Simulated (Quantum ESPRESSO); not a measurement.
Checking a run of Quantum ESPRESSO on SiMo (P-6m2, 2 atoms in the cell). The aim is a self-consistent single point with DFT, PBEsol, plane waves, GBRV 1.5 ultrasoft (PBESOL) pseudopotentials.

Cell that was meant: a = 3.1311 Å, b = 3.1311 Å, c = 3.5205 Å, α = 90.00°, β = 90.00°, γ = 120.00°.

Part of the input:

```fortran
ATOMIC_POSITIONS {crystal}
Si    0.00000000    0.00000000    0.00000000
Mo    0.33333333    0.66666667    0.50000000
K_POINTS {gamma}
CELL_PARAMETERS {angstrom}
   3.13108334     0.00000000     0.00000000
  -1.56554167     2.71159771     0.00000000
```

Output, abridged:

```
     gamma-point specific algorithms are used
     Message from routine setup:
   [... lines left out ...]

     number of k points=     1  Marzari-Vanderbilt smearing, width (Ry)=  0.0073
                       cart. coord. in units 2pi/alat
        k(    1) = (   0.0000000   0.0000000   0.0000000), wk =   2.0000000

     Dense  grid:     9745 G-vectors     FFT dimensions: (  36,  36,  40)

     Smooth grid:     3437 G-vectors     FFT dimensions: (  24,  24,  27)

     Initial potential from superposition of free atoms

     starting charge      17.9984, renormalised to      18.0000
     Self-consistent Calculation

     iteration #  1     ecut=    40.00 Ry     beta= 0.40

     WARNING: integrated charge=    18.00000340, expected=    18.00000000

     total energy              =    -148.50152044 Ry
     estimated scf accuracy    <       0.41248928 Ry

     iteration #  2     ecut=    40.00 Ry     beta= 0.40

     total energy              =    -148.51875802 Ry
     estimated scf accuracy    <       0.06221103 Ry

     iteration #  3     ecut=    40.00 Ry     beta= 0.40
     Minimization algorithm failed to find Fermi energy: reverting to bisection
   [... lines left out ...]

   [... 8 blocks of this kind left out ...]

     iteration # 12     ecut=    40.00 Ry     beta= 0.40
     Minimization algorithm failed to find Fermi energy: reverting to bisection
     Possible cause: smearing is larger than the electronic band-gap.

     total energy              =    -148.52588373 Ry
     estimated scf accuracy    <          4.3E-11 Ry

     iteration # 13     ecut=    40.00 Ry     beta= 0.40
     Minimization algorithm failed to find Fermi energy: reverting to bisection
     Possible cause: smearing is larger than the electronic band-gap.
     End of self-consistent calculation

     the Fermi energy is    16.2553 ev

!    total energy              =    -148.52588373 Ry
     estimated scf accuracy    <          1.1E-12 Ry
     smearing contrib. (-TS)   =       0.00119658 Ry
     internal energy E=F+TS    =    -148.52708031 Ry

     convergence has been achieved in  13 iterations

     Forces acting on atoms (cartesian axes, Ry/au):

     atom    1 type  1   force =     0.00000000   -0.00000000    0.00000000
     atom    2 type  2   force =    -0.00000000    0.00000000    0.00000000

     Total force =     0.000000     Total SCF correction =     0.000002

          total   stress  (Ry/bohr**3)                   (kbar)     P=      243.79
   0.00013136  -0.00000000   0.00000000           19.32       -0.00        0.00
  -0.00000000   0.00013136  -0.00000000           -0.00       19.32       -0.00
   0.00000000  -0.00000000   0.00470903            0.00       -0.00      692.72

   JOB DONE.
```

### Question
Is anything amiss in this input, and did it matter?

### Answer
The run is not sound. The fault is a single k-point for a small metallic cell. One k-point cannot sample the Fermi surface of a small cell. To fix it, use a converged k-point mesh. The run converged in 13 iterations without an error; against the sound input the free energy rises by 2.88 eV/atom and the pressure goes from -5.82 to 24.38 GPa. The full log also holds: “WARNING: integrated charge=    18.00000340, expected=    18.00000000”.

The sound input it was made from differs as follows (other fixes are possible):
```diff
-K_POINTS {gamma}
+K_POINTS {automatic}
+10 10 8  0 0 0
```

With that input, the run converged in 11 iterations: free energy E − TS -2026.5627 eV; Fermi level (on the code's own zero) 15.40 eV; pressure -5.82 GPa (DFT, PBEsol, plane waves, GBRV 1.5 ultrasoft (PBESOL) pseudopotentials).

On the sound input: the starting cell comes from a database of computed structures (which also holds hypothetical and non-ambient phases and stackings), without a prior relaxation at this level. Its lattice was rescaled by a random factor within 2.5 % of one. Spin polarisation is off. With a pressure of about -6 GPa the cell is away from its equilibrium volume at this level.
